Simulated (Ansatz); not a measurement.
Start from Be in the hcp (Mg type) structure (space group P6_3/mmc, No. 194; a = 2.263 Å, c = 3.566 Å; relaxed with 0.1 eV smearing). Axes: x lies along a and z along c of the hexagonal cell.

(Cell as relaxed with PBE.)

Levels (all Ansatz, a program for electronic structure, PAW): PBE (420 eV, without spin-orbit coupling); r2SCAN (500 eV, scalar-relativistic without spin-orbit coupling).

Each level relaxes its own structure.

```tsv
base	PBE	r2SCAN
volume per atom	7.91 Å³	7.91 Å³
lattice parameter a	4.276 bohr	4.274 bohr
band gap	zero	zero
```

Now apply this change: uniaxial strain ε_zz = −0.83 %, all other strain components held at zero; the atoms relax in the strained cell.

| quantity | PBE | r2SCAN |
|---|---|---|
| pressure (mean of the normal stresses, compression positive) | 1.1 GPa | ___ |
| shortest interatomic distance | 4.155 bohr | ___ |
| band gap | zero | ___ |

Q: Predict the r2SCAN column.

A: 
- pressure (mean of the normal stresses, compression positive), r2SCAN: 1.1 GPa
- shortest interatomic distance, r2SCAN: 4.156 bohr
- band gap, r2SCAN: zero

The two agree on the pressure and band gap. Neither level is exact; r2SCAN is the comparison here, not a measurement.

Whether these cells are dynamically stable was not tested.
